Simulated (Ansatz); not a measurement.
The parent structure is W in the bcc (W type) structure (space group Im-3m, No. 229; relaxed with 0.1 eV smearing).

```xyz
1
Lattice="-1.5844 1.5844 1.5844 1.5844 -1.5844 1.5844 1.5844 1.5844 -1.5844" Properties=species:S:1:pos:R:3 pbc="T T T"
W      0.0000     0.0000     0.0000
```

Cartesian axes are those of the cell as printed.

Computed with r2SCAN (Ansatz, a program for electronic structure; PAW; 500 eV plane waves; no spin-orbit coupling).

Before the change:

The shortest interatomic distance is 2.744 Å.

Modification: a pure shear with ε_xy = ε_yx = 0.0200, atoms relaxed at fixed cell.

Question: What happens to the energy relative to the base, shortest interatomic distance and stress?

Answer: The energy rises by 12 meV/atom; the shortest interatomic distance decreases by 0.036 Å to 2.708 Å; the stress (xx, yy, zz, yz, xz, xy; compression positive) is (0.3, 0.3, 0.5, 0.0, 0.0, -6.1) GPa.

The cells carry an imposed strain or load. No phonon test of stability was made. The final runs are not spin-polarised.
